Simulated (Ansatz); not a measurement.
Take SnS$_{2}$ in the CdI2 type structure (space group P-3m1, No. 164; a = 3.626 Å, c = 5.573 Å; layered, stacked along the Cartesian z axis) as the base.

The values are results of DFT with PBEsol-D3(BJ), PAW potentials and a 420 eV plane-wave cutoff in Ansatz (a first-principles code), spin-orbit coupling left out, not measurements.

One change was made to it. Results:

```json
[
 {"quantity": "band gap", "base": "0.96 eV", "after": "zero"},
 {"quantity": "c/a ratio", "base": "1.537", "after": "1.382"},
 {"quantity": "volume per atom", "base": "21.15 Å³", "after": "14.57 Å³"}
]
```

Question: Which of these changes matches the shifts?
A. pressure −1 GPa
B. pressure 100 GPa
C. pressure −2 GPa
D. pressure 15 GPa
E. pressure 50 GPa

Answer: E, pressure 50 GPa. For comparison, the volume per atom in the other runs: pressure 15 GPa gives 17.51 Å³; pressure 100 GPa gives 12.39 Å³; pressure −2 GPa gives 23.07 Å³; pressure −1 GPa gives 21.82 Å³.

The mesh was chosen for an insulator and is coarse for the gapless case. Load acts through the strain it causes; cell and atoms are relaxed under it. No phonon test of stability was made. No other phases were tried under pressure. The final runs are not spin-polarised. A zero or small gap of SnS2 under pressure 15 GPa can be the functional's error rather than a property of the material.
